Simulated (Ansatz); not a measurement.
For rock-salt ZrN, rVV10 (Ansatz, a quantum-chemistry and plane-wave program, plane waves, PAW) gives:

```
Property                          Value
------------------------------  -------
equilibrium lattice constant a  4.628 Å
bulk modulus                    241 GPa
```

Task: What does PBE0 in Ansatz (plane waves, PAW) give for the same quantities?

Result: 
- lattice constant a: 4.562 Å (shrinks by 1.4 %)
- bulk modulus: 274 GPa (increases by 14 %)

For comparison: lattice constant a 4.575 Å (measured, temperature not stated, not corrected to a static lattice, relaxed epitaxial film; as tabulated in Mei et al., J. Vac. Sci. Technol. A 31, 061516 (2013)); bulk modulus 248 GPa (measured, room temperature, not corrected to a static lattice, our sources range from 215 to 248; as tabulated in Synthesis of Binary Transition Metal Nitrides, Carbides and Borides from the …).

Changes are worked out from the printed values.

Unless a cell is named, each level is at its own relaxed cell (rVV10 12.39, PBE0 11.87 Å³/atom).

Ansatz's density-functional and Hartree–Fock values are scalar-relativistic unless marked +SOC, with PAW data made under PBE.
